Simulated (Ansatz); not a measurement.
Defect migration in rutile-type MgF2: interstitial H, charge state +1. The step: several atoms move together, H the farthest; the atom moves 1.27 Å along (0.07, 0.23, 0.20) of the unit cell; the moving atom starts with neighbours F at 1.13, F at 1.21; Mg at 2.15 Å and ends with F at 1.09, F at 1.26; Mg at 2.05 Å. DFT values are from Ansatz (plane-wave PAW, 420 eV unless said) in a cell of 72 host sites, spin-restricted, static, with no finite-size correction. The charge state is imposed; whether it is stable for some Fermi level was not computed. Sites that were not tried may lie lower. The start lies 0.17 eV above the lowest site run (PBE). For the PBE band: the saddle point's order was not checked.

```csv
Level,Forward barrier (eV),Cost of the band or of the saddle's single point
"CHGNet universal potential (has no charge state), its own band",0.40,-
"PBE, the Γ point alone, band relaxed",0.44,very roughly 13 core-minutes
"PBE, a 2×2×2 k-point mesh shifted by half a step, same geometries",0.44,very roughly 3.0 core-minutes
"r2SCAN at 500 eV, the Γ point alone, same geometries",(withheld),roughly 80 core-seconds
```

Problem. Complete the blanks.

Solution. 
- r2SCAN at 500 eV, the Γ point alone, same geometries, Forward barrier (eV): 0.43

Ansatz is an electronic-structure program.
